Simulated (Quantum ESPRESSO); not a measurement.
Several settings converged on BePd (Pm-3m, 2 atoms in the cell)

```
CELL_PARAMETERS angstrom
      2.80321     0.00000     0.00000
      0.00000     2.80321     0.00000
      0.00000     0.00000     2.80321
ATOMIC_POSITIONS crystal
  Be 0.00000 0.00000 0.00000
  Pd 0.50000 0.50000 0.50000
```

Base method: LDA (PZ), GBRV 1.5 ultrasoft (LDA) pseudopotentials (plane waves; Quantum ESPRESSO).

Base settings: ecutwfc = 40 Ry; ecutrho = 320 Ry; occupations = smearing; smearing = fd; degauss = 0.0073499 Ry; potentials = {Be: be_lda_v1.4.uspp.F.UPF, Pd: pd_lda_v1.4.uspp.F.UPF}; K_POINTS = automatic 12 12 12 0 0 0; conv_thr = 1e-10 Ry; mixing_beta = 0.4.

Core times come from one kind of shared machine, to one figure; runs under 30 s give none.

**Zone-centre phonons against the cutoff**

In this ladder: ph.x.tr2_ph = 1e-14; ph.x.fildyn = dyn.G; dynmat.x.fildyn = dyn.G; dynmat.x.asr = simple. Moved along: ecutrho.

The mesh stays at the base's, so the ladder's end is converged at best in this setting alone.

Frequencies are those of the unrelaxed cell, without the LO-TO term of polar crystals.

Only quantities that move along the ladder and can be compared are tabulated.

| ecutwfc | highest zone-centre frequency (cm⁻¹) |
|---|---|
| 20 Ry | 384.5 |
| 24 Ry | 391.2 |
| 28 Ry | 365.7 |
| 34 Ry | 359.4 |
| 40 Ry | 360.8 |
| 48 Ry | 361.2 |
| 60 Ry | 361.2 |

Coarsest ecutwfc that holds the highest zone-centre frequency within 1 cm⁻¹ of the last step, with all finer ones: 40 Ry; the step before is off by 1.8 cm⁻¹.

**Zone-centre phonons against the SCF threshold**

In this ladder: ph.x.tr2_ph = 1e-14; ph.x.fildyn = dyn.G; dynmat.x.fildyn = dyn.G; dynmat.x.asr = simple.

The mesh stays at the base's, so the ladder's end is converged at best in this setting alone.

Frequencies are those of the unrelaxed cell, without the LO-TO term of polar crystals.

Only quantities that move along the ladder and can be compared are tabulated.

```csv
conv_thr,highest zone-centre frequency (cm⁻¹),core time / last (rough)
7.3e-05 Ry,358.9,0.9
7.3e-07 Ry,360.9,1.0
7.3e-09 Ry,360.8,1
7.3e-11 Ry,360.8,1.0
7.3e-13 Ry,360.8,1
```

Coarsest conv_thr that holds the highest zone-centre frequency within 1 cm⁻¹ of the last step, with all finer ones: 7.3e-07 Ry; the step before is off by 1.9 cm⁻¹.

On the base run: the starting cell comes from a database of computed structures (which also holds hypothetical and non-ambient phases and stackings), without a prior relaxation at this level. Its lattice was rescaled by up to half a per cent. Spin polarisation is off. In the base run, with a pressure of about -6 GPa the cell is away from its equilibrium volume at this level.
